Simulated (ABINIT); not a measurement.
Band structure of Mo (Im-3m, 1 atom in the cell).

```yaml
crystal:
  lattice:
    - [-1.56797, 1.56797, 1.56797]
    - [1.56797, -1.56797, 1.56797]
    - [1.56797, 1.56797, -1.56797]
  atoms:
    - { symbol: Mo, position: [0.00000, 0.00000, 0.00000] }
```

Method: PBE, PAW (JTH v2.0 PBE PAW) (plane waves; ABINIT).

Settings: pseudos = [Mo.GGA_PBE-JTH.xml]; ecut = 20 Ha; pawecutdg = 40 Ha; pawxcdev = 0; ixc = 11; occopt = 7; tsmear = 0.05 eV; ngkpt = 15 15 15; nshiftk = 1; shiftk = 0 0 0; potentials = JTH v2.0 PBE PAW; kptopt = 1; nstep = 100.

The starting cell comes from a database of computed structures (which also holds hypothetical and non-ambient phases and stackings), without a prior relaxation at this level. Its lattice was rescaled by a random factor within 2.5 % of one. Spin polarisation is off.

Levels in eV from the Fermi level, bands 4 to 11:
```json
[
 {"point": "Γ", "4": "-34.47", "5": "-7.21", "6": "-1.32", "7": "-1.32", "8": "-1.32", "9": "1.75", "10": "1.75", "11": "15.08"},
 {"point": "H", "4": "-35.47", "5": "-5.47", "6": "-5.47", "7": "4.13", "8": "4.13", "9": "4.13", "10": "9.26", "11": "9.26"},
 {"point": "N", "4": "-34.48", "5": "-5.33", "6": "-3.39", "7": "1.73", "8": "1.79", "9": "2.43", "10": "4.92", "11": "11.91"},
 {"point": "P", "4": "-35.21", "5": "-2.59", "6": "-2.59", "7": "-2.59", "8": "2.56", "9": "2.56", "10": "9.82", "11": "11.80"}
]
```

Bands cross the Fermi level along this path, so the cell is metallic at this level.
